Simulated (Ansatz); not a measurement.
## Mo in the bcc (W type) structure (space group Im-3m, No. 229)

```xyz
1
Lattice="-1.5753 1.5753 1.5753 1.5753 -1.5753 1.5753 1.5753 1.5753 -1.5753" Properties=species:S:1:pos:R:3 pbc="T T T"
Mo     0.0000     0.0000     0.0000
```

The values are results of r2SCAN (Ansatz, a program for electronic structure, PAW, scalar-relativistic without spin-orbit coupling), not measurements. Settings: 21×21×21 k-points, 0.05 eV Fermi–Dirac smearing.

| Quantity | Value |
|---|---|
| Volume per atom | 15.64 Å³ |
| Density | 10.19 g/cm³ |
| Band gap | zero |
| Total energy | -4967.595 eV/atom (σ→0; compares only within this code and set-up) |

Whether these cells are dynamically stable was not tested. All final runs are without spin polarisation.
